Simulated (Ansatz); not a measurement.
The parent structure is ZrS2 in the fluorite structure (space group Fm-3m, No. 225; a hypothetical phase, not in the database extracts checked).

```xyz
3
Lattice="0.0000 3.1315 3.1315 3.1315 0.0000 3.1315 3.1315 3.1315 0.0000" Properties=species:S:1:pos:R:3 pbc="T T T"
Zr     0.0000     0.0000     0.0000
S      1.5658     1.5658     1.5658
S      4.6973     4.6973     4.6973
```

Cartesian axes are those of the cell as printed.

All numbers come from Ansatz (a first-principles code), PBE, PAW, cutoff 420 eV, no spin-orbit coupling.

Before the change:

The band gap is zero and the shortest interatomic distance is 2.712 Å.

Modification: a free-standing slab of 3 layers (9 atoms, 3 a layer) is cut normal to [111], with 15 Å of vacuum and the in-plane cell held at bulk.

### Question
What happens to the gap character?

### Answer
The gap character is indirect, M → Γ.

### Question
What does the calculation give for the excess energy per area of both faces after the change?

### Answer
The excess energy per area of both faces (slab less bulk energy over the cell's area: twice a surface energy) amounts to 0.4 J/m² (uncertain by up to 0.08 J/m²).

### Question
Estimate the effect on the band gap.

### Answer
The band gap goes from zero to 0.83 eV.

### Question
What happens to the shortest interatomic distance?

### Answer
The shortest interatomic distance decreases by 0.126 Å (2.712 Å → 2.586 Å).

The excess energy carries the mismatch between the slab's and the bulk's meshes. Stability against distortions was not tested. All final runs are without spin polarisation. The zero or small gap of ZrS2 can change with the level of theory. k-point labels follow each cell's own Brillouin zone.
